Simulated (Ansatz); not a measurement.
Structures of equal composition on the (0001) surface of hcp Ti: a pseudomorphic layer of Os in the host's stacking; a pseudomorphic layer of Os in the other hollow. The slabs share one bottom face, and each structure is named by its start. These are constructed structures in small cells; real faces may alloy, dewet or reconstruct in larger ones, and not all known structures of the face are among them. Slabs of about 12 Å with all that they carry, Fermi-Dirac smearing of 0.1 eV. Bottom of the slabs: a bare face, its two planes held. Relaxed from the named starts with such symmetry as they have, on meshes of like density; energies extrapolated to zero smearing; no spin-orbit coupling, no U. Spin-polarised runs, if any, are marked in brackets, and their order is one that fits the cell; the others ran without spin.

The numbers are results of PBE (plane waves to 420 eV, PAW; Ansatz, a program for electronic structure), not measurements.

### Question
Order them by energy per 1x1 cell (lowest first) at the level PBE.

### Answer
a pseudomorphic layer of Os in the other hollow (0.000 eV), a pseudomorphic layer of Os in the host's stacking (0.036 eV)
